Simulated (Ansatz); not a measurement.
Pair distribution function (Mo-Te) of MoTe2 (2H layers), cell Te48Mo24, with the crystal as the starting point [in the run: it stayed crystalline; mean temperature 560 K (target 550 K); density 7.84 g/cm³; Γ point only, which a denser mesh shifts by -0.3 GPa in pressure and 0.08 eV/Å in forces], from MD at 560 K. Method: PBE + D3(BJ), large-core Te (plane waves, PAW; Ansatz, a program for electronic structure). Volume per atom 24.80 Å³, mean pressure 0.3 GPa. 

(r (Å), g(r)): (1.74, 0.00); (1.78, 0.00); (1.82, 0.00); (1.86, 0.00); (1.90, 0.00); (1.94, 0.00); (1.98, 0.00); (2.02, 0.00); (2.06, 0.00); (2.10, 0.00); (2.14, 0.00); (2.18, 0.00); (2.22, 0.00); (2.26, 0.00); (2.30, 0.00); (2.34, 0.00); (2.38, 0.00); (2.42, 0.00); (2.46, 0.01); (2.50, 0.08); (2.54, 0.67); (2.58, 2.06); (2.62, 5.23); (2.66, 9.34); (2.70, 11.9); (2.74, 11.2); (2.78, 8.78); (2.82, 5.56); (2.86, 2.81); (2.90, 1.24); (2.94, 0.51); (2.98, 0.17); (3.02, 0.06); (3.06, 0.01); (3.10, 0.00); (3.14, 0.00); (3.18, 0.00); (3.22, 0.00); (3.26, 0.00); (3.30, 0.00); (3.34, 0.00); (3.38, 0.00); (3.42, 0.00); (3.46, 0.00); (3.50, 0.00); (3.54, 0.00); (3.58, 0.00); (3.62, 0.00); (3.66, 0.00); (3.70, 0.00); (3.74, 0.00); (3.78, 0.00); (3.82, 0.00); (3.86, 0.00); (3.90, 0.00); (3.94, 0.00); (3.98, 0.01); (4.02, 0.02); (4.06, 0.05); (4.10, 0.10); (4.14, 0.20); (4.18, 0.37); (4.22, 0.66); (4.26, 0.97); (4.30, 1.43); (4.34, 1.95); (4.38, 2.50); (4.42, 2.71); (4.46, 2.74); (4.50, 2.38); (4.54, 2.04); (4.58, 1.63); (4.62, 1.15); (4.66, 0.72); (4.70, 0.44); (4.74, 0.23); (4.78, 0.12); (4.82, 0.06); (4.86, 0.04); (4.90, 0.08); (4.94, 0.19); (4.98, 0.35); (5.02, 0.51); (5.06, 0.67); (5.10, 0.78); (5.14, 0.79); (5.18, 0.73); (5.22, 0.58)

Task: From the above, determine where the first shell ends and the number of neighbours in it.

Result: g is nil from 3.1 to 3.9 Å, so any cut there serves; 6.0 Te round each Mo and 3.0 Mo round each Te in the shell, from n = 4πρ∫r²g(r)dr.
